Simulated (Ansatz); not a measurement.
## PBE against r2SCAN: SiC, isotropic strain −5.10 %

The reference is SiC in the zinc blende structure (space group F-43m, No. 216; a = 4.3798 Å).

(Cell as relaxed with PBE.)

Levels (all Ansatz, an electronic-structure program, PAW): PBE (420 eV, no spin-orbit coupling); r2SCAN (500 eV, spin-orbit coupling left out).

Each level relaxes its own structure.

| base | PBE | r2SCAN |
|---|---|---|
| volume per atom | 10.50 Å³ | 10.33 Å³ |
| lattice parameter a | 4.380 Å | 4.356 Å |
| band gap | 1.37 eV | 1.71 eV |

Now apply this change: the cell is scaled by 0.9490 in all directions; the atoms relax in the strained cell.

```csv
quantity,PBE,r2SCAN
energy relative to the base (free energy F),+190 meV/atom,+199 meV/atom
band gap,1.22 eV,1.59 eV
shift of the gap caused by the change,-0.16 eV,-0.12 eV
```

PBE's energy relative to the base lies 9.3 meV/atom below r2SCAN's; PBE's band gap lies 0.376 eV below r2SCAN's; PBE's shift of the gap caused by the change lies 0.04 eV below r2SCAN's. Neither level is exact; r2SCAN is the comparison here, not a measurement.

Whether these cells are dynamically stable was not tested.
